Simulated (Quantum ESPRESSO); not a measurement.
## Quick settings and what they miss: Be3Rh (P6_3/mmc, 8 atoms in the cell)

Self-consistent single point.

```
CELL_PARAMETERS angstrom
      4.84591     0.00000     0.00000
     -2.42295     4.19668     0.00000
      0.00000     0.00000     3.77219
ATOMIC_POSITIONS crystal
  Be 0.16015 0.32031 0.25000
  Be 0.83984 0.67969 0.75000
  Be 0.83984 0.16015 0.75000
  Be 0.16015 0.83984 0.25000
  Be 0.67969 0.83984 0.25000
  Be 0.32031 0.16015 0.75000
  Rh 0.33333 0.66667 0.75000
  Rh 0.66667 0.33333 0.25000
```

Method of the run: LDA (PZ), GBRV 1.5 ultrasoft (LDA) pseudopotentials (plane waves; Quantum ESPRESSO).

Base settings: ecutwfc = 40 Ry; ecutrho = 320 Ry; occupations = smearing; smearing = cold; degauss = 0.019992 Ry; potentials = {Be: be_lda_v1.4.uspp.F.UPF, Rh: rh_lda_v1.4.uspp.F.UPF}; K_POINTS = automatic 6 6 7 0 0 0; conv_thr = 1e-11 Ry; mixing_beta = 0.4.

Tight run (finer mesh or higher cutoff; not a proven limit): ecutwfc: 40 Ry → 56 Ry; ecutrho: 320 Ry → 448 Ry; conv_thr: 1e-11 Ry → 7.3e-11 Ry; K_POINTS: automatic 6 6 7 0 0 0 → automatic 9 9 10 0 0 0. It gave Fermi level (on the code's own zero) 12.56 eV; pressure -10.72 GPa; largest force (vector length) 0.141 eV/Å.

Quick runs, as changes from the base:
- A: the base itself
- B: ecutwfc: 40 Ry → 28 Ry; ecutrho: 320 Ry → 224 Ry; conv_thr: 1e-11 Ry → 7.3e-06 Ry; K_POINTS: automatic 6 6 7 0 0 0 → automatic 8 8 8 0 0 0
- C: ecutwfc: 40 Ry → 36 Ry; ecutrho: 320 Ry → 288 Ry; pseudopotentials: {Be: be_lda_v1.4.uspp.F.UPF, Rh: rh_lda_v1.4.uspp.F.UPF} → {Be: be_pbe_v1.4.uspp.F.UPF, Rh: Rh_ONCV_PBE-1.0.oncvpsp.upf}; K_POINTS: automatic 6 6 7 0 0 0 → automatic 3 3 3 0 0 0; input_dft: default → pbesol [PBEsol]
- D: ecutwfc: 40 Ry → 20 Ry; ecutrho: 320 Ry → 160 Ry; smearing: cold → fd; degauss: 0.019992 Ry → 0.0099958 Ry; conv_thr: 1e-11 Ry → 7.3e-05 Ry; K_POINTS: automatic 6 6 7 0 0 0 → automatic 8 8 8 0 0 0
- E: ecutwfc: 40 Ry → 48 Ry; ecutrho: 320 Ry → 384 Ry; smearing: cold → mp; pseudopotentials: {Be: be_lda_v1.4.uspp.F.UPF, Rh: rh_lda_v1.4.uspp.F.UPF} → {Be: be_pbe_v1.4.uspp.F.UPF, Rh: Rh_ONCV_PBE-1.0.oncvpsp.upf}; K_POINTS: automatic 6 6 7 0 0 0 → automatic 2 2 2 0 0 0; input_dft: default → pbesol [PBEsol]
- F: ecutwfc: 40 Ry → 24 Ry; ecutrho: 320 Ry → 192 Ry; smearing: cold → mp; degauss: 0.019992 Ry → 0.036749 Ry; K_POINTS: automatic 6 6 7 0 0 0 → automatic 6 6 6 0 0 0

Energies are extrapolated to zero smearing width, which holds to low order in the width alone (under cold and Methfessel-Paxton smearing the free energy itself is taken).

Dashes: pressure of B, D, not trusted under this conv_thr with d or f elements; energy of C, E, another energy zero.

† marks runs with another functional, U, potentials or spin treatment: their distance from the tight run is not a convergence error alone.

The count of work is k-points × plane waves × bands × iterations; it is no time. 

The starting cell comes from a database of computed structures (which also holds hypothetical and non-ambient phases and stackings), without a prior relaxation at this level. Its lattice was rescaled by a random factor within 2.5 % of one. Spin polarisation is off. In the base run, with a pressure of about -12 GPa the cell is away from its equilibrium volume at this level.

```csv
run,energy less tight (meV/atom),pressure less tight (GPa),largest miss in a force vector (eV/Å),count of work / tight
A,7.6,-1.06,0.015,0.25
B,661.5,–,0.041,0.15
C†,–,4.27,0.020,0.044
D,7325.1,–,0.062,0.093
E†,–,5.65,0.177,0.045
F,2293.7,-184.06,0.004,0.12
```

Among the runs at the tight run's level, the energy misses run from 7.6 to 7325.1 meV/atom.
